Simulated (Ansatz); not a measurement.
A computed series for WC: response to strain

Start from WC (space group P-6m2, No. 187; a = 2.913 Å, c = 2.835 Å; relaxed with 0.1 eV smearing). Axes: x lies along a and z along c of the hexagonal cell.

Strains are applied to the cell and any free atomic positions relax; under biaxial strain the out-of-plane vector relaxes too.

Calculations: r2SCAN/PAW in Ansatz (an electronic-structure program), scalar-relativistic without spin-orbit coupling.

```tsv
biaxial strain, plane normal [001], relaxed out of plane (%)	out-of-plane strain (%)
0	0.00
0.5	-0.17
1	-0.34
1.5	-0.50
2	?
2.5	-0.82
3	-0.97
```

Q: Fit ε⊥ = −νε + γε² (strains in %) to the rows shown and predict the withheld row.

A: Least squares on the printed values gives ν = 0.35 (the biaxial Poisson response) and γ = 0.007 (largest residual 0.00 %); this predicts -0.66 %, and the run gives -0.66 %, in agreement.

Whether these cells are dynamically stable was not tested. The final runs are not spin-polarised.
